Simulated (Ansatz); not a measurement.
Sn on the 1x1 (111) surface of fcc Cu, one in a 2x2 cell, energies for each (22.8 Å²). Energies are against an atom of beta tin, without zero-point or thermal terms; each row is named by its start.

Calculation: PBE (plane waves to 420 eV, PAW; Ansatz, a program for electronic structure).

Set-up: 17 atoms, 6.2 Å thick at the start under the adsorbate (thin: gaps and levels are the slab's own); mesh 6x6x1; 0.1 eV smearing; dipole correction on; 8 atoms held, the rest relaxed; each run with such symmetry as its start has; spin-polarised, no spin-orbit, no U, no dispersion correction.

A negative adsorption energy means that the adsorbate is more stable on the surface than in its reference. Starts that drift may end in the same place. Heights count from the host atoms within 0.3 Å of the top one.

```csv
starting site,E_ads (eV),height (Å),nearest host atom (Å),bonded to,Δ work function (eV),lateral drift (Å),moment (μB)
top Cu,0.17,2.05,Cu 2.43,Cu,-0.54,0.0,0.0
hollow Cu-Cu-Cu over Cu at depth 2.1 Å,-0.06,2.11,Cu 2.62,3 Cu,-0.49,0.0,0.0
hollow Cu-Cu-Cu over Cu at depth 4.1 Å,-0.10,2.10,Cu 2.62,3 Cu,-0.48,0.0,0.0
bridge Cu-Cu (span 2.6 Å),-0.10,2.10,Cu 2.62,3 Cu,-0.48,0.7,0.0
```
